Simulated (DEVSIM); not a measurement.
System: Si p-i-n diode, at 300 K.

Layer 1 from the left is Si, thickness (μm) 0.0220, Na (cm⁻³) 6.5e17, τn (s) 2.4e-6, τp (s) 2.4e-6. Layer 2 from the left is Si, thickness (μm) 29.0, Nd (cm⁻³) 1e14, τn (s) 2.4e-6, τp (s) 2.4e-6. Layer 3 from the left is Si, thickness (μm) 0.310, Nd (cm⁻³) 5.2e17, τn (s) 2.4e-6, τp (s) 2.4e-6.

Left contact: ohmic. Right contact: ohmic. Voltage is applied to the left contact. Recombination: SRH at mid-gap, radiative, Auger. Mobility is constant in doping.

The device is made up for the run: typed textbook-type constants, with dimensions and the other settings drawn at random. Values at 300 K.

Si: gap (eV) 1.124, affinity (eV) 4.05, permittivity 11.7, Nc (cm⁻³) 2.86e19, Nv (cm⁻³) 3.1e19, μn (cm²/Vs) 1417, μp (cm²/Vs) 470, B (cm³/s) 4.7e-15, Cn (cm⁶/s) 2.8e-31, Cp (cm⁶/s) 9.9e-32.

Simulated with DEVSIM: 1D drift-diffusion, Boltzmann statistics, complete ionisation; no tunnelling, impact ionisation, image-force lowering or self-heating.

Task: What does the simulation give for the potential step across the device at zero bias, the dark forward voltage at 100 A/cm², the dark forward voltage at 1 A/cm²?

Result: potential step across the device at zero bias 0.920 V; dark forward voltage at 100 A/cm² 0.809 V; dark forward voltage at 1 A/cm² 0.573 V.
